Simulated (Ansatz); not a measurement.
## ScAlN2 (model structure, started from the LiGaO2 type, Pna2₁, No. 33, 16 atoms in the cell)

Method: PBEsol (plane waves, PAW; Ansatz, an electronic-structure program).

Settings: plane-wave cutoff 520 eV, 6×6×8 k mesh (along the axes of the cell as run), Fermi–Dirac smearing 0.01 eV, scalar-relativistic PAW data made under PBE.

Cell (relaxed with PBEsol):

```yaml
crystal:
  lattice:
    - [5.80472, 0.00000, 0.00000]
    - [0.00000, 6.85094, 0.00000]
    - [0.00000, 0.00000, 4.78564]
  atoms:
    - { symbol: Sc, position: [0.59212, 0.87529, 0.97052] }
    - { symbol: Sc, position: [0.40788, 0.12471, 0.47052] }
    - { symbol: Sc, position: [0.90788, 0.37529, 0.47052] }
    - { symbol: Sc, position: [0.09212, 0.62471, 0.97052] }
    - { symbol: Al, position: [0.57572, 0.37323, 0.99202] }
    - { symbol: Al, position: [0.42428, 0.62677, 0.49202] }
    - { symbol: Al, position: [0.92428, 0.87323, 0.49202] }
    - { symbol: Al, position: [0.07572, 0.12677, 0.99202] }
    - { symbol: N, position: [0.06152, 0.11031, 0.38916] }
    - { symbol: N, position: [0.93848, 0.88969, 0.88916] }
    - { symbol: N, position: [0.43848, 0.61031, 0.88916] }
    - { symbol: N, position: [0.56152, 0.38969, 0.38916] }
    - { symbol: N, position: [0.40246, 0.13925, 0.92149] }
    - { symbol: N, position: [0.59754, 0.86075, 0.42149] }
    - { symbol: N, position: [0.09754, 0.63925, 0.42149] }
    - { symbol: N, position: [0.90246, 0.36075, 0.92149] }
```

```yaml
band_gap: 2.48 eV (indirect)
smallest_direct_gap_on_the_k_points_sampled: 2.54 eV
"Γ–Γ gap": 2.55 eV
```

Note: the relaxation could raise the start's symmetry but not lower it, so the cell can be a saddle point.

It cost very roughly 4 core-minutes of CPU time.

A model structure was made by putting elements into a prototype or built by hand; it is no filed structure, need not be a known phase, and can be a saddle point held by its symmetry.
